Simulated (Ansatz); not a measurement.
End structure of the (111) surface of germanium (in the relaxation like top atoms buckled by 0.9 Å), P on one of 4 surface atoms, no caps (bottom of the slab: built like the top, H on every dangling bond, free):

```
CELL_PARAMETERS angstrom
      8.14587     0.00000     0.00000
     -4.07294     7.05453     0.00000
      0.00000     0.00000    28.50000
ATOMIC_POSITIONS crystal
  Ge 0.50034 0.00007 0.33918
  Ge 0.50034 0.50027 0.33918
  Ge 0.00017 0.00008 0.33945
  Ge 0.00036 0.50018 0.33992
  Ge 0.16745 0.83413 0.36723
  Ge 0.16745 0.33332 0.36723
  Ge 0.66669 0.83335 0.36705
  Ge 0.66620 0.33310 0.36712
  Ge 0.66663 0.83331 0.45405
  Ge 0.66696 0.33348 0.45422
  Ge 0.16651 0.83310 0.45432
  Ge 0.16651 0.33341 0.45432
  Ge 0.33333 0.66667 0.48379
  Ge 0.33333 0.16667 0.48379
  Ge 0.83333 0.66667 0.48379
  Ge 0.83333 0.16667 0.48379
  Ge 0.83333 0.66667 0.57130
  Ge 0.83333 0.16667 0.57130
  Ge 0.33333 0.66667 0.57130
  Ge 0.33333 0.16667 0.57130
  Ge 0.50114 0.50162 0.60053
  Ge 0.50114 0.99951 0.60053
  Ge 0.99986 0.49993 0.60108
  Ge 0.99808 0.99904 0.60136
  Ge 0.99406 0.49703 0.68869
  Ge 0.02407 0.01204 0.69076
  Ge 0.49170 0.48134 0.68937
  Ge 0.49170 0.01036 0.68937
  P  0.67113 0.33556 0.71806
  Ge 0.67517 0.83758 0.69773
  Ge 0.16093 0.33513 0.72764
  Ge 0.16093 0.82580 0.72764
  H  0.49908 0.00039 0.28447
  H  0.49908 0.49869 0.28447
  H  0.00169 0.00085 0.28474
  H  0.00038 0.50019 0.28521
```

Model: 36-atom slab, 12.4 Å thick at the start with caps and adatoms (thin: gaps and levels are the slab's own), 4x4x1 mesh, Fermi-Dirac 0.025 eV, dipole correction, 8 atoms held, the rest relaxed; held to the start's symmetry, so lower structures may exist; spin-polarised, no spin-orbit, no U. The slab shows no gap over 0.04 eV on its mesh. The starting moment vanished. It is one candidate, not shown to be the stable structure of the face.

What work function of the top face does PBE run with Ansatz (a program for electronic structure) give?

4.96 eV
